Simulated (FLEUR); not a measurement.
FLEUR run on Ir (Fm-3m, 1 atom in the cell): self-consistent single point.

Level of theory: PBE, all-electron FLAPW (FLEUR), scalar-relativistic valence run with FLEUR.

```
CELL_PARAMETERS angstrom
      0.00000     1.91040     1.91040
      1.91040     0.00000     1.91040
      1.91040     1.91040     0.00000
ATOMIC_POSITIONS crystal
  Ir 0.00000 0.00000 0.00000
```

Reference input (self-consistent single point, DFT, PBE, all-electron FLAPW (FLEUR), scalar-relativistic valence): Kmax = 4 1/bohr; GmaxXC = 20 1/bohr; xcFunctional = pbe; jspins = 1; l_soc = F; mode = hist; fermiSmearingEnergy = 0.00367493 Htr; mesh (inpgen div1-3) = 7 7 7; inpgen gamma flag = false; Gmax = 20 1/bohr; numbands = 0; maxIterBroyd = 15. This run's input differs from it in these lines:

```diff
@@ -13,3 +13,3 @@
 &comp jspins=1 /
-&kpt div1=7 div2=7 div3=7 /
+&kpt div1=12 div2=12 div3=12 gamma=t /
 &end /
@@ -33,3 +33,3 @@
    <cell>
-      <bzIntegration valenceElectrons="31.0" mode="hist" fermiSmearingEnergy="0.00367493">
+      <bzIntegration valenceElectrons="31.0" mode="hist" fermiSmearingEnergy="0.00036749">
          <kPointListSelection listName="default-1"/>
```

Output, abridged:

```
 Iteration:     1   Distance:      15.59289643 me/bohr^3
 Iteration:     2   Distance:      14.34224480 me/bohr^3
 Instability in determination of fermi-level,
 doubled temperature broading to continue
 Instability in determination of fermi-level,
 doubled temperature broading to continue
 Instability in determination of fermi-level,
 doubled temperature broading to continue
 Instability in determination of fermi-level,
 doubled temperature broading to continue
 Instability in determination of fermi-level,
 doubled temperature broading to continue
 Instability in determination of fermi-level,
 doubled temperature broading to continue
   [... lines left out ...]
 Instability in determination of fermi-level,
 doubled temperature broading to continue
 Instability in determination of fermi-level,
 doubled temperature broading to continue
 Instability in determination of fermi-level,
 doubled temperature broading to continue
 Instability in determination of fermi-level,
 doubled temperature broading to continue
 Instability in determination of fermi-level,
 doubled temperature broading to continue
 Instability in determination of fermi-level,
 doubled temperature broading to continue
 Instability in determination of fermi-level,
 doubled temperature broading to continue
**************FLEUR-Error*****************
Error message: Determination of fermi-level did not converge
Error occurred in subroutine: ef_newton
Hint: change temp. broad., set gauss = T, or use finer k mesh
Error from PE:0/1
 Last known location:
```

The program stopped with an error at about iteration 2. 

The starting cell has typed, rounded lattice constants, without a prior relaxation at this level. Its lattice was rescaled by up to half a per cent. Values depend on the basis (sphere radii, cutoffs, local orbitals), which need not be converged.
